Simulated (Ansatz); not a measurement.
InP under load (space group I-4m2), r2SCAN with spin-orbit coupling, rigid bands run with Ansatz (a program for electronic structure). Condition of this run: uniaxial stress zz = -2 GPa (compression positive) (the target of the relaxation). Band gap 0.87 eV, N_c = 5.37e17 cm⁻³ and N_v = 1.06e19 cm⁻³ at 300 K, conductivity masses along y (a = (0.00, 2.92, 3.05) Å; b = (2.92, 0.00, 3.05) Å; c = (2.92, 2.92, 0.00) Å) of 0.0769 mₑ (electrons) and 0.397 mₑ (holes). Take k_BT = 0.02585 eV.

Task: Find the intrinsic carrier density and the intrinsic Fermi level.

Result: n_i = √(N_c N_v) exp(−E_g/2k_BT) = 2.39e18 × exp(−16.83) = 1.2e11 cm⁻³. The level lies (k_BT/2) ln(N_v/N_c) = 39 meV from mid-gap (positive towards the conduction band). Each 0.1 eV added to the gap lowers n_i by a factor of 6.9.

Task: What thermal injection velocity √(2k_BT/πm) limits a ballistic channel along the direction named?

Result: 1.94e7 cm/s for electrons and 8.54e6 cm/s for holes, a ratio of √(m_h/m_e) = 2.27, for dilute carriers.

Task: A film of it is 5 nm thick, with its normal along the direction named. Estimate the confinement energies in an infinite well.

Result: ħ²π²/(2m t²) = 0.376 eV·nm²/(m/mₑ × t²) gives 196 meV for electrons and 37.9 meV for holes, so the gap would widen to about 1.10 eV. Finite barriers and nonparabolic bands lower this, and with several valleys or bands the heaviest mass along the normal sets the lowest level, not this average.

Rigid bands with the computed gap; masses take one relaxation time for all states.
